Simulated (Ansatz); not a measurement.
Worked example: self-consistent single point of a (110) slab of Li (cut from a parent of space group no. 229; 4 atoms in the cell) in Ansatz (an electronic-structure program).

Computed with PBEsol, default PAW files made with PBE (plane waves; Ansatz).

```
Li
1.0
    3.03150     0.00000     0.00000
   -4.04200     2.85812     0.00000
    0.00000     0.00000    21.42560
Li
4
Direct
  0.00000   0.00000   0.32671
  0.00000   0.50000   0.44224
  0.00000   0.00000   0.55776
  0.00000   0.50000   0.67329
```

Reference input (self-consistent single point, DFT, PBEsol, plane waves, default PAW files made with PBE): basis.ecutwfc = 420 eV; kpoints.mp_grid.grid = 17 17 1; hamiltonian.xc = pbesol; hamiltonian.pseudopotentials = {kind: paw} (the program's default PAW files); scf.occupations.method = gaussian; scf.occupations.width = 0.1 eV. This run's input differs from it in these lines:

Ansatz 0.2 input:
```diff
@@ -15,3 +15,3 @@
   mp_grid:
-    grid: [17, 17, 1]
+    grid: [10, 10, 1]
 hamiltonian:
```

Output (repeated stretches shortened):

```
SCF iter   1: F=—  HF=-811.431336 eV  |F-HF|=—  |Δ(HF+E_count)|=         —  Δρ=1.12e-3  dr2=3.93e-3  ethr=1.77e-3  ⟨swp⟩=5.7  Hψ=2120  notcnv=0
all-band conjugate gradients solve this SCF's bands
preconditioner: auto → LDOS
SCF iter   2: F=—  HF=-811.428840 eV  |F-HF|=—  |Δ(HF+E_count)|=   2.50e-3  Δρ=2.76e-4  dr2=2.39e-4  ethr=3.28e-5  ⟨swp⟩=2.0  Hψ=772  notcnv=0
SCF iter   3: F=—  HF=-811.428744 eV  |F-HF|=—  |Δ(HF+E_count)|=   9.60e-5  Δρ=6.25e-5  dr2=3.64e-5  ethr=1.99e-6  ⟨swp⟩=2.0  Hψ=442  notcnv=0
SCF iter   4: F=—  HF=-811.428744 eV  |F-HF|=—  |Δ(HF+E_count)|=   8.10e-8  Δρ=1.04e-5  dr2=9.52e-7  ethr=3.03e-7  ⟨swp⟩=1.6  Hψ=331  notcnv=0
iter 5 did not close the SCF: its close was put off for the readings that it lacked (scf_convergence_deferred on its scf_iter line)
SCF iter   5: F=-811.428744 eV  HF=-811.428744 eV  |F-HF|=2.51e-9  |Δ(HF+E_count)|=   2.44e-7  Δρ=1.92e-6  dr2=2.35e-8  ethr=7.93e-9  ⟨swp⟩=1.8  Hψ=351  notcnv=0
SCF iter   6: F=-811.428744 eV  HF=-811.428744 eV  |F-HF|=7.84e-10  |Δ(HF+E_count)|=   7.95e-9  Δρ=3.87e-7  dr2=1.84e-9  ethr=1.96e-10  ⟨swp⟩=3.4  Hψ=1182  notcnv=0
SCF 1 converged in 6 iterations: F = -811.428744 eV  dr2 = 1.84e-9
Free energy (F): -811.428744 eV
Internal energy: -811.419820 eV  (E = F + TS)
E sigma→0 (E₀):  -811.424282 eV
Entropy (-TS):   -0.008924 eV (-2.231 meV/atom)
Fermi energy:    -1.207001 eV
--- Forces (eV/Å), atoms counted from 1 ---
  atom   1  Li     0.00000000     0.00000000     0.10215278
  atom   2  Li     0.00000000     0.00000000    -0.04300742
  atom   3  Li     0.00000000     0.00000000     0.04300742
  atom   4  Li     0.00000000     0.00000000    -0.10215278
--- Stress (GPa, compression-positive) ---
       -0.197690      -0.144067       0.000000
       -0.144067      -0.299561       0.000000
        0.000000       0.000000      -0.562296
  P = ⅓ Tr σ = -0.3532 GPa (-3.532 kbar)
  The stress holds the Pulay correction. Without it, at fixed plane waves, as pw.x and ABINIT print it: P = -0.3545 GPa
```

The run converged in 6 iterations. Against the reference run the free energy stays essentially unchanged (within 1 meV/atom) and the largest force goes from 0.096 to 0.102 eV/Å.

The starting cell has typed, rounded lattice constants, without a prior relaxation at this level. The slab is cut from that crystal, and its faces are unrelaxed. Its lattice was rescaled by up to half a per cent.
